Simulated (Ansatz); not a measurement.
## hypothetical zinc blende LiF with two functionals, pressure 75 GPa

Take LiF in the zinc blende structure (space group F-43m, No. 216; a = 4.3642 Å; a hypothetical phase, not in the database extracts checked) as the base.

(Cell as relaxed with PBE.)

Levels (all Ansatz, a quantum-chemistry and plane-wave program, PAW): PBE (420 eV, scalar-relativistic without spin-orbit coupling); r2SCAN (500 eV, no spin-orbit coupling).

Each level relaxes its own structure.

```tsv
base	PBE	r2SCAN
volume per atom	10.39 Å³	9.87 Å³
lattice parameter a	8.247 bohr	8.107 bohr
band gap	7.65 eV	8.66 eV
```

It is then changed as follows: a hydrostatic pressure of 75 GPa.

```csv
quantity,PBE,r2SCAN
shift of the gap caused by the change,+3.46 eV,___
band gap,11.11 eV,___
shortest interatomic distance,3.016 bohr,___
```

### Question
Predict the r2SCAN column.

### Answer

- shift of the gap caused by the change, r2SCAN: +3.54 eV
- band gap, r2SCAN: 12.20 eV
- shortest interatomic distance, r2SCAN: 2.996 bohr

PBE's shift of the gap caused by the change lies 0.08 eV below r2SCAN's; PBE's band gap lies 1.09 eV below r2SCAN's; PBE's shortest interatomic distance lies 0.020 bohr above r2SCAN's (0.7 %). Neither level is exact; r2SCAN is the comparison here, not a measurement.

Load acts through the strain it causes; cell and atoms are relaxed under it. No phonon test of stability was made. Competing high-pressure phases were not computed.
